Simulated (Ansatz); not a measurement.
# A computed series for ZnS: response to strain

The reference is ZnS in the zinc blende structure (space group F-43m, No. 216; a = 5.3569 Å). Axes: x, y, z lie along the cube axes.

Strains are applied to the cell and any free atomic positions relax; under biaxial strain the out-of-plane vector relaxes too; under stress the whole cell relaxes.

The values are results of PBEsol (Ansatz, a first-principles code), scalar-relativistic without spin-orbit coupling, earlier PAW set, not measurements.

Notes on the quantities. pressure: mean of the normal stresses, compression positive.

```tsv
variant	pressure	shortest interatomic distance	band gap	gap character
base	-0.01 GPa	2.320 Å	2.08 eV	direct at Γ
biaxial strain −0.83 %, plane normal [001], relaxed out of plane	0.53 GPa	2.315 Å	2.09 eV	direct at Γ
biaxial strain +1.12 %, plane normal [001], relaxed out of plane	-0.67 GPa	2.326 Å	1.99 eV	direct at Γ
biaxial strain −4.52 %, plane normal [110], relaxed out of plane	4.52 GPa	(withheld)	1.99 eV	direct at Γ
biaxial strain +1.49 %, plane normal [111], relaxed out of plane	(withheld)	(withheld)	1.90 eV	direct at Γ
isotropic strain −5.42 %	19.10 GPa	2.194 Å	2.73 eV	indirect, Γ → X
uniaxial strain ε_zz = −0.18 %	0.13 GPa	2.318 Å	2.08 eV	direct at Γ
tensor shear ε_xz = −0.79 %	-0.01 GPa	2.317 Å	2.03 eV	direct at Γ
uniaxial stress, 0.5 GPa tension along x	–	2.321 Å	(withheld)	direct at Γ
tensor shear ε_xy = −1.38 %	-0.01 GPa	2.314 Å	1.99 eV	direct at Γ
```

Problem. Complete the table.

Solution. 
- biaxial strain −4.52 %, plane normal [110], relaxed out of plane, shortest interatomic distance: 2.271 Å
- biaxial strain +1.49 %, plane normal [111], relaxed out of plane, pressure: -1.53 GPa
- biaxial strain +1.49 %, plane normal [111], relaxed out of plane, shortest interatomic distance: 2.324 Å
- uniaxial stress, 0.5 GPa tension along x, band gap: 2.06 eV

Stability under load was not tested beyond the relaxation. Labels are those of the standard path for the cell's own space group.
